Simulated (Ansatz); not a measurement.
# C: element substitutions

Start from C in the diamond structure (space group Fd-3m, No. 227; a = 3.554 Å).

Each row replaces one element on all its sites; cell and atoms are relaxed.

All numbers come from PBEsol (Ansatz, a quantum-chemistry and plane-wave program; PAW; 420 eV plane waves; no spin-orbit coupling).

```tsv
case	band gap	lattice parameter a
base	4.03 eV	3.554 Å
C → Si	0.47 eV	5.434 Å
C → S	zero	5.680 Å
C → Ge	zero	5.676 Å
```

Whether these cells are dynamically stable was not tested. As relaxed here, S is a hypothetical phase, not in the database extracts checked. A zero or small gap of Ge can be the functional's error rather than a property of the material.
